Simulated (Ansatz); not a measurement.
Base system: Y in the hcp (Mg type) structure (space group P6_3/mmc, No. 194; a = 3.681 Å, c = 5.721 Å; relaxed with 0.1 eV smearing). Axes: x lies along a and z along c of the hexagonal cell.

All numbers come from plane-wave PAW DFT at the r2SCAN level (Ansatz, an electronic-structure program, 500 eV), spin-orbit coupling left out, earlier PAW set.

For the base:

```
Quantity                         Value
-----------------------------  -------
Shortest interatomic distance  3.564 Å
```

It is then changed as follows: tensor shear ε_xz = +0.72 % (engineering shear γ = 0.0144), atoms relaxed at fixed cell.

### Question
Estimate the effect on the stress.

### Answer
The stress (xx, yy, zz, yz, xz, xy; compression positive) amounts to (0.0, 0.0, 0.0, 0.0, -0.3, 0.0) GPa.

### Question
What happens to the shortest interatomic distance?

### Answer
The shortest interatomic distance shrinks by 0.0213 Å (3.564 Å → 3.542 Å).

### Question
How does this affect the energy relative to the base?

### Answer
The energy increases by 0.5 meV/atom.

The cells carry an imposed strain or load. No phonon test of stability was made. All final runs are without spin polarisation.
